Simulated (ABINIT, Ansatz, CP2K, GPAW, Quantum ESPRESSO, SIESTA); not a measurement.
**Code comparison for ScGaCu (P-1, 6 atoms in the cell)**

Self-consistent single point.

```
ScGaCu
1.0
    4.15012     0.00000     0.00000
    2.07450     4.85626     0.00000
    2.06856    -0.56071     4.90049
Sc Ga Cu
2 2 2
Cartesian
  6.21699   3.38649   3.46783
  2.07619   0.90907   1.43266
  2.07225   3.73754   0.58473
  6.22093   0.55801   4.31577
  4.14743   2.85297   1.43442
  4.14574   1.44258   3.46607
```

All programs got the same cell, k-point mesh and kind of occupations (in Ansatz's words: kpoints.mp_grid.grid = 5 3 3; scf.occupations.method = fermi_dirac; scf.occupations.width = 0.136 eV); potentials, basis and cutoffs are each program's usual ones.

```tsv
code	model	pressure (GPa)	largest force (eV/Å)	cutoff
Ansatz	PBEsol, PAW files made with PBE	-2.26	0.078	default
SIESTA	GGA PBEsol, numerical atomic orbitals DZP, PseudoDojo PBEsol standard norm-conserving potentials (rewritten from UPF to PSML)	-3.77	0.172	grid 350 Ry
CP2K	PBEsol, GPW, DZVP-MOLOPT-SR-GTH basis, GTH-PBE potentials (GTH_POTENTIALS)	-1.53	0.113	grid 600 Ry
Quantum ESPRESSO	PBEsol, PSlibrary PAW (PBE) pseudopotentials	-2.51	0.078	70 Ry
GPAW	PBEsol, GPAW PAW datasets PBEsol (made by gpaw-setup)	-1.43	0.086	850 eV
ABINIT	PBEsol, PAW (JTH v2.0 PBE PAW, files made for PBE)	-2.23	0.079	60 Ry
```

Size of the force on each atom (eV/Å): Sizes of forces hide their directions.

```tsv
code	Sc1	Sc2	Ga3	Ga4	Cu5	Cu6
Ansatz	0.078	0.078	0.055	0.055	0.051	0.051
SIESTA	0.109	0.109	0.160	0.160	0.172	0.172
CP2K	0.071	0.071	0.113	0.113	0.031	0.031
Quantum ESPRESSO	0.078	0.078	0.049	0.049	0.055	0.055
GPAW	0.086	0.086	0.074	0.074	0.084	0.084
ABINIT	0.079	0.079	0.052	0.052	0.052	0.052
```

The spread over the programs that give each value: pressure within 2.34 GPa; largest force within 0.094 eV/Å.

The starting cell comes from a database of computed structures (which also holds hypothetical and non-ambient phases and stackings), without a prior relaxation at this level. On Ansatz's run: Spin polarisation is off. Without a gap this mesh is coarse (it stands for a supercell whose shortest vector is 16 Å).

Task: Why do the programs differ, and what cannot be compared?

Result: Differences of this kind can come from the potentials, where these differ, and from what each basis and cutoff leave unconverged. The valence holds different numbers of electrons (Ansatz (a program for electronic structure) 86, SIESTA 86, CP2K 70, Quantum ESPRESSO 70, GPAW 50, ABINIT 86). The zero of total energies and Fermi levels follows the potentials and each program's conventions, so they are not compared here. SIESTA and CP2K use small atom-centred bases, whose incompleteness enters pressures, forces and empty levels differently from a plane-wave cutoff. Ansatz's pressure is given at a fixed set of plane waves, as the other plane-wave codes print theirs; with its correction for the finite basis it is -2.23 GPa. In the pressure, SIESTA (by 1.52) lies more than 1 GPa from the median of the plane-wave programs. In the force vectors, SIESTA (by 0.124) lies more than 0.08 eV/Å from the median of the plane-wave programs.

The shared mesh is coarse (it stands for a supercell whose shortest vector is 16 Å), so the values are not converged in it.

Left out of this page: Elk (not drawn, or without a comparable value); FLEUR (with a known weakness of the program).

Keys are those of Ansatz 0.2.
